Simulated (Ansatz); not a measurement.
## How the bulk modulus B0 of Cu3N (model structure, started from the D03 type, Fm-3m, No. 225, 4 atoms in the cell) moves with the method

No measured value is used here.

Put these levels in order of the bulk modulus B0 that they give for Cu3N (model structure, started from the D03 type, Fm-3m, No. 225, 4 atoms in the cell), smallest first: LDA (Ansatz, an electronic-structure program), PBE (Ansatz), PBEsol (Ansatz).

PBE (145 GPa), PBEsol (172 GPa), LDA (192 GPa)

Unless a cell is named, each level is at its own relaxed cell (LDA 9.90, PBE 10.85, PBEsol 10.28 Å³/atom).

PBEsol, LDA, PBE: the bulk modulus is −V dP/dV from two relaxed cells at ±2 % in volume. Each level is taken at its own relaxed cell. Ansatz's density-functional and Hartree–Fock values are scalar-relativistic unless marked +SOC, with PAW data made under PBE.

A model structure was made by putting elements into a prototype or built by hand; it is no filed structure, need not be a known phase, and can be a saddle point held by its symmetry.
